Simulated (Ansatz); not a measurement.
Consider PbF2 in the fluorite structure (space group Fm-3m, No. 225; a = 5.899 Å).

All numbers come from Ansatz (a quantum-chemistry and plane-wave program) PBEsol, spin-orbit coupling left out.

Base values:

The pressure is -0.01 GPa and the valley order is X along ⟨100⟩ 4.31 eV; L along ⟨111⟩ 4.93 eV; a point along ⟨110⟩, about 0.6 Å⁻¹ from Γ 5.30 eV.

Perturbation: every lattice vector is stretched by 1.50 %; the atoms relax in the strained cell.

### Question
Estimate the effect on the pressure.

### Answer
The pressure shrinks by 3.06 GPa to -3.07 GPa.

### Question
What happens to the mean gap deformation potential ΔEg/Δln V?

### Answer
The mean gap deformation potential ΔEg/Δln V comes out as +0.2 eV.

### Question
Predict the new energy relative to the base.

### Answer
The energy grows by 7.8 meV/atom.

### Question
How does this affect the valley order?

### Answer
The valley order (the lowest conduction-band minima on the path, energy above the VBM, named in the base's zone) changes from X along ⟨100⟩ 4.31 eV; L along ⟨111⟩ 4.93 eV; a point along ⟨110⟩, about 0.6 Å⁻¹ from Γ 5.30 eV to X along ⟨100⟩ 4.31 eV; L along ⟨111⟩ 4.95 eV; a point along ⟨110⟩, about 0.6 Å⁻¹ from Γ 5.31 eV.

### Question
What does the calculation give for the electron mass after the change?

### Answer
The electron mass amounts to 2.5 mₑ along k, 0.49 mₑ across (at X).

Spin-orbit coupling, missing from the scalar runs, can matter with Pb. Masses are band curvatures over ±0.01 Å⁻¹ around the edge. Along k means along the line from Γ to the band edge. Whether these cells are dynamically stable was not tested.
